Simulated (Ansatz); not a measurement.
Amorphous Si₂₄O₅₀Ge, 75 atoms at 2.32 g/cm³, one PBE-relaxed geometry, zone centre. Methods: PBE, scalar-relativistic without spin-orbit coupling (Ansatz, an electronic-structure program); r2SCAN, scalar-relativistic without spin-orbit coupling (Ansatz); HSE06, scalar-relativistic without spin-orbit coupling (Ansatz). Plane waves to 420 eV (r2SCAN 500 eV); exact exchange is cut at the cell's faces. All rungs ran without spin polarisation.

It comes from a melt-quench run on a machine-learned potential (CHGNet), relaxed afterwards by DFT. O atoms were pushed apart under 1.9 Å during the dynamics, to hinder bonds among them. The hot cell started wider than the set density and was brought back towards it in steps. It is the lowest in DFT energy of 2 quenches. It is a model cell: composition and starting density were chosen by hand, and all elements were melted together. No dispersion term was used. Its density started from a set value of 2.27 and ended at 2.32 g/cm³. Cooling (nominally 320 K/ps over its main leg) ran many orders faster than in experiment, which tends to leave more defects and strain. A cell of this size samples the disorder only roughly. Volume and shape were free in the relaxation.

The relaxation ran on the zone centre alone. At PBE the gap is 4.81 eV on a 2×2×2 Γ-centred mesh, and the spacing at the zone centre alone 4.84 eV.

**Question.** What zone-centre spacing does r2SCAN give, roughly?

**Answer.** 5.58 eV (+0.74 eV against PBE).

**Question.** What zone-centre spacing does HSE06 give, roughly?

**Answer.** 6.78 eV (+1.94 eV against PBE).

The highest filled and the lowest empty state spread over these numbers of atoms (participation numbers): PBE: 26.1 and 15.6; r2SCAN: 26.5 and 16.7; HSE06: 27.6 and 21.4.
